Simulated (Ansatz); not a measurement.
Surface energy of the (100) surface of bcc Nb in its 1x1 cell, outermost plane spacing 1.66 Å in the ideal cut, worked from total energies, which count from the potentials' own zero.

Calculation: RPBE, at the PBE geometry (plane waves to 420 eV, PAW; Ansatz, a quantum-chemistry and plane-wave program).

Set-up: 7 atoms, 9.9 Å thick at the start (thin: gaps and levels are the slab's own); mesh 11x11x1; 0.1 eV smearing; dipole correction on; single point; on the structure that PBE left under its start's symmetry; no spin, no spin-orbit, no U.

```json
[
 {"quantity": "slab, Nb7", "value": "-31911.2180 eV"},
 {"quantity": "bulk cell, Nb, on the slab's in-plane mesh", "value": "-4559.1766 eV"},
 {"quantity": "area of one face", "value": "10.962 Å²"}
]
```

Q: What surface energy follows, as the mean over the slab's two faces?

A: the slab holds N = 7 bulk cells, so E(slab) − N·E(bulk) = 3.018 eV. Divided by 2A = 21.92 Å² this is 137.7 meV/Å², and with 1 eV/Å² = 16.02 J/m², γ = 2.21 J/m².
